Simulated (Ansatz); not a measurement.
Na_Li in rock-salt LiF (start: the Li site; 64-site cell, 2×2×2 shifted sampling), F-rich (Δμ(Li) = -5.89 eV, Δμ(Na) = -5.42 eV, bounded by NaF (Fm-3m); only phases computed here count, gases as isolated molecules at 0 K). Calculation: PBE, PAW (plane waves to 420 eV; Ansatz, a first-principles code). In charge state 0 (not spin-polarised) the formation energy is 0.50 eV. The crystal has 5.94 × 10^22 Li sites per cm³.

Question: Estimate the equilibrium concentration at 900 K in the dilute limit, leaving out vibrational entropy and degeneracy.

Answer: kT = 0.0776 eV; c = N exp(−E_f / kT) = 5.94 × 10^22 × exp(−6.4) ≈ 9 × 10^19 cm^-3. An error of 0.2 eV in E_f moves this by a factor of 13.
